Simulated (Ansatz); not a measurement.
## CsCl-type AuZn (cubic form, which distorts at low temperature)

Level of theory: PBE-D4 in Ansatz (plane waves, PAW).

Settings: plane-wave cutoff 500 eV, 18×18×18 k mesh, Fermi–Dirac smearing 0.1 eV, scalar-relativistic PAW data made under PBE.

Cell (relaxed at this level):

Space group Pm-3m (No. 221); a = b = c = 3.145 Å, α = β = γ = 90.00°

| atom | site | symmetry | x | y | z |
|---|---|---|---|---|---|
| Zn | 1b | m-3m | 0.5000 | 0.5000 | 0.5000 |
| Au | 1a | m-3m | 0.0000 | 0.0000 | 0.0000 |

- volume per atom = 15.55 Å³/atom
- equilibrium lattice constant a = 3.145 Å

Note: symmetry holds this phase in the static calculation, where it need not be a minimum.

Spin–orbit coupling is not included; it can shift volumes and moduli of such heavy elements.

Static lattice: no zero-point or thermal effects.

The result took roughly 40 core-seconds.

Ansatz is a program for electronic structure.
